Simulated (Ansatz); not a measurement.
The starting structures come from a database of crystals and need not be the phases stable at ambient conditions.

Inside the gap of an insulator the Bloch states are evanescent, with a wavenumber k + iκ along the transport direction.

Input:

```
CELL_PARAMETERS angstrom
      4.08475     0.00000     0.00000
      0.00000     6.70319     0.00000
      2.04237     0.00000     3.53750
ATOMIC_POSITIONS crystal
  In 0.66667 0.49980 0.66667
  In 0.33333 0.99980 0.33333
  P  0.66667 0.12520 0.66667
  P  0.33333 0.62520 0.33333
```

Space group of this cell: P6_3mc, wurtzite. The cell is strained (all lengths scaled by 0.98); by r2SCAN its mean pressure is 4.8 GPa.

Transport runs along the normal of the first two printed cell vectors, the (100) plane of the conventional cell.

The gap is the functional's own. No spin-orbit coupling. Mid-gap values are interpolated on the energy grid.

Problem. Estimate the band gap and the smallest decay constant κ at mid-gap that r2SCAN (Ansatz, an electronic-structure program) returns for this system.

Solution. Gap 1.47 eV on a 8×6×8 mesh; κ = 0.097 1/Å, at the zone centre.
